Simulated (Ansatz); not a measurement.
**Pressure series in TiO2**

Take TiO2 in the rutile structure (space group P4_2/mnm, No. 136) as the base.

TiO2 has the tetragonal space group P4₂/mnm (No. 136), the rutile structure, Pearson symbol tP6. Conventional cell: a = 4.6434 Å, b = 4.6434 Å, c = 2.9638 Å, α = 90.00°, β = 90.00°, γ = 90.00°. Ti on 2a sees 6 O at 1.958–2.004 Å (octahedral). O on 4f sees 3 Ti at 1.958–2.004 Å (trigonal planar). (Neighbours: up to the widest gap in distance over summed covalent radii, below 1.35, at either atom; cation-cation and far metal-metal contacts left out.)

Cell and atoms are relaxed at each pressure.

Computed with plane-wave PAW DFT at the PBE level (Ansatz, a quantum-chemistry and plane-wave program, 420 eV), spin-orbit coupling left out.

```csv
case,electron mass,shortest interatomic distance
base,"0.58 mₑ along c, 1.2 mₑ across (at Γ)",1.958 Å
pressure −2 GPa,"0.58 mₑ along c, 1.2 mₑ across (at Γ)",1.961 Å
pressure −1 GPa,"0.58 mₑ along c, 1.2 mₑ across (at Γ)",1.960 Å
pressure 0.9 GPa,"0.57 mₑ along c, 1.2 mₑ across (at Γ)",1.956 Å
pressure 2.1 GPa,"0.57 mₑ along c, 1.2 mₑ across (at Γ)",1.954 Å
pressure 4.5 GPa,"0.57 mₑ along c, 1.1 mₑ across (at Γ)",1.950 Å
pressure 9 GPa,"0.56 mₑ along c, 1.1 mₑ across (at Γ)",1.942 Å
pressure 15 GPa,"0.54 mₑ along c, 1.1 mₑ across (at Γ)",1.932 Å
pressure 22.5 GPa,"0.53 mₑ along c, 1.1 mₑ across (at Γ)",1.917 Å
pressure 30 GPa,"0.52 mₑ along c, 1.1 mₑ across (at Γ)",1.897 Å
```

Load acts through the strain it causes; cell and atoms are relaxed under it. Effective masses come from finite differences of ±0.01 Å⁻¹. Whether these cells are dynamically stable was not tested. No other phases were tried under pressure. All final runs are without spin polarisation.
